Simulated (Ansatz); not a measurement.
**How a calculation on ZrGeIr (Pnma, 12 atoms in the cell) responds to its settings**

```yaml
crystal:
  lattice:
    - [6.70445, 0.00000, 0.00000]
    - [0.00000, 4.10373, 0.00000]
    - [0.00000, 0.00000, 7.65339]
  atoms:
    - { symbol: Zr, position: [0.01942, 0.25000, 0.18717] }
    - { symbol: Zr, position: [0.98058, 0.75000, 0.81283] }
    - { symbol: Zr, position: [0.48058, 0.75000, 0.68717] }
    - { symbol: Zr, position: [0.51942, 0.25000, 0.31283] }
    - { symbol: Ge, position: [0.77089, 0.25000, 0.61712] }
    - { symbol: Ge, position: [0.22911, 0.75000, 0.38288] }
    - { symbol: Ge, position: [0.72911, 0.75000, 0.11712] }
    - { symbol: Ge, position: [0.27089, 0.25000, 0.88288] }
    - { symbol: Ir, position: [0.15114, 0.25000, 0.56580] }
    - { symbol: Ir, position: [0.84886, 0.75000, 0.43420] }
    - { symbol: Ir, position: [0.34886, 0.75000, 0.06580] }
    - { symbol: Ir, position: [0.65114, 0.25000, 0.93420] }
```

Base run A: LDA (PW92), default PAW files made with PBE run with Ansatz (an electronic-structure program), self-consistent single point.

Its settings: basis.ecutwfc = 420 eV; kpoints.mp_grid.grid = 4 6 3; hamiltonian.xc = lda; hamiltonian.pseudopotentials = {kind: paw} (the program's default PAW files); scf.occupations.method = cold; scf.occupations.width = 0.1 eV.

The starting cell comes from a database of computed structures (which also holds hypothetical and non-ambient phases and stackings), without a prior relaxation at this level. Its lattice was rescaled by a random factor within 2.5 % of one. Spin polarisation is off. In the base run, with a pressure of about -15 GPa the cell is away from its equilibrium volume at this level. Ansatz's pressure includes its estimate of the finite-basis (Pulay) stress.

ΔF is the free energy per atom less that of run A. 

Run A gave: pressure (GPa) -14.99; largest force (eV/Å) 0.173; TS (meV/atom) -0.5.

Runs:
- B: scf.occupations.width = 0.002 eV
- C: scf.occupations.width = 0.01 eV
- D: scf.occupations.width = 0.025 eV
- E: scf.occupations.width = 0.05 eV
- F: scf.occupations.width = 0.15 eV
- G: scf.occupations.width = 0.2 eV
- H: scf.occupations.width = 0.3 eV
- I: scf.occupations.width = 0.5 eV
- J: scf.occupations.width = 0.8 eV

Problem. What does run J change against A?

Solution. The free energy goes up by 7.2 meV/atom, the pressure goes from -14.99 to -15.22 GPa and the largest force goes from 0.173 to 0.257 eV/Å.

Problem. What does run E change against A?

Solution. The free energy hardly moves (within 1 meV/atom), the pressure hardly changes (-14.99 to -14.98 GPa) and the largest force goes from 0.173 to 0.165 eV/Å.

Problem. What does run I change against A?

Solution. The free energy is nearly the same (within 1 meV/atom), the pressure stays near -14.92 GPa while the xx stress (positive for compression) goes from -14.66 to -15.25 GPa and the largest force goes from 0.173 to 0.219 eV/Å.

```json
[
 {"run": "A", "ΔF (meV/atom)": "0.00", "pressure (GPa)": "-14.99", "largest force (eV/Å)": "0.173", "TS (meV/atom)": "-0.5"},
 {"run": "B", "ΔF (meV/atom)": "0.06", "pressure (GPa)": "-14.99", "largest force (eV/Å)": "0.171", "TS (meV/atom)": "0.0"},
 {"run": "C", "ΔF (meV/atom)": "0.05", "pressure (GPa)": "-14.99", "largest force (eV/Å)": "0.170", "TS (meV/atom)": "0.0"},
 {"run": "D", "ΔF (meV/atom)": "0.02", "pressure (GPa)": "-14.99", "largest force (eV/Å)": "0.167", "TS (meV/atom)": "0.0"},
 {"run": "E", "ΔF (meV/atom)": "-0.01", "pressure (GPa)": "-14.98", "largest force (eV/Å)": "0.165", "TS (meV/atom)": "0.1"},
 {"run": "F", "ΔF (meV/atom)": "0.32", "pressure (GPa)": "-14.99", "largest force (eV/Å)": "0.174", "TS (meV/atom)": "-0.9"},
 {"run": "G", "ΔF (meV/atom)": "0.49", "pressure (GPa)": "-14.98", "largest force (eV/Å)": "0.172", "TS (meV/atom)": "0.0"},
 {"run": "H", "ΔF (meV/atom)": "-0.05", "pressure (GPa)": "-14.94", "largest force (eV/Å)": "0.179", "TS (meV/atom)": "2.6"},
 {"run": "I", "ΔF (meV/atom)": "-0.99", "pressure (GPa)": "-14.92", "largest force (eV/Å)": "0.219", "TS (meV/atom)": "-1.7"},
 {"run": "J", "ΔF (meV/atom)": "7.2", "pressure (GPa)": "-15.22", "largest force (eV/Å)": "0.257", "TS (meV/atom)": "-45.2"}
]
```

Keys are those of Ansatz 0.2.
